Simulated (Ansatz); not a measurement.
The starting structures come from a database of crystals and need not be the phases stable at ambient conditions.

 Where the default PAW files enter, the runs use the earlier of Ansatz's two default sets.

By PBEsol, the system below comes out a metal.

A figure of merit of an interconnect metal is its ballistic conductance per area.

Input:

```yaml
crystal:
  lattice:
    - [2.81307, 0.00000, 0.00000]
    - [-0.93769, 2.65218, 0.00000]
    - [0.93769, 1.32609, 2.29686]
  atoms:
    - { symbol: Au, position: [0.00000, 0.00000, 0.00000] }
```

Space group of this cell: Im-3m, bcc (W type). The cell is strained (all lengths scaled by 0.98); by PBEsol its mean pressure is -0.8 GPa.

The current flows along the normal of the first two printed cell vectors, the (110) plane of the conventional cell. No spin-orbit coupling; the value is a mean over 0.1 eV about the Fermi level.

Question: Predict the ballistic conductance per area from Ansatz (an electronic-structure program) with PBEsol.

Answer: 0.87 × 10¹⁵ S/m² for both spins.
